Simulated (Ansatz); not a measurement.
## SrTiO3, response to strain

Take SrTiO3 in the cubic perovskite structure (space group Pm-3m, No. 221; a = 3.891 Å) as the base. Axes: x, y, z lie along the cube axes.

Strains are applied to the cell and any free atomic positions relax; under biaxial strain the out-of-plane vector relaxes too.

The values are results of DFT with PBEsol, PAW potentials and a 420 eV plane-wave cutoff in Ansatz (an electronic-structure program), no spin-orbit coupling, not measurements.

Notes on the quantities. in-plane stress: mean in-plane stress (compression positive); energy relative to the base: free energy F.

```tsv
change	out-of-plane strain	band gap	in-plane stress	energy relative to the base
base	–	1.85 eV	–	0 meV/atom
biaxial strain −3.00 %, plane normal [001], relaxed out of plane	+1.94 %	1.81 eV	+13.9 GPa	+29 meV/atom
biaxial strain −2.40 %, plane normal [001], relaxed out of plane	+1.53 %	1.82 eV	+10.8 GPa	+18 meV/atom
biaxial strain −1.80 %, plane normal [001], relaxed out of plane	+1.13 %	1.83 eV	+7.8 GPa	+9.9 meV/atom
biaxial strain −1.20 %, plane normal [001], relaxed out of plane	+0.74 %	1.84 eV	+5.0 GPa	+4.3 meV/atom
biaxial strain −0.60 %, plane normal [001], relaxed out of plane	+0.36 %	1.85 eV	+2.4 GPa	+1.0 meV/atom
```

Whether these cells are dynamically stable was not tested. All final runs are without spin polarisation. Many cubic perovskites are stable only at high temperature; tilts and polar distortions were not tested.
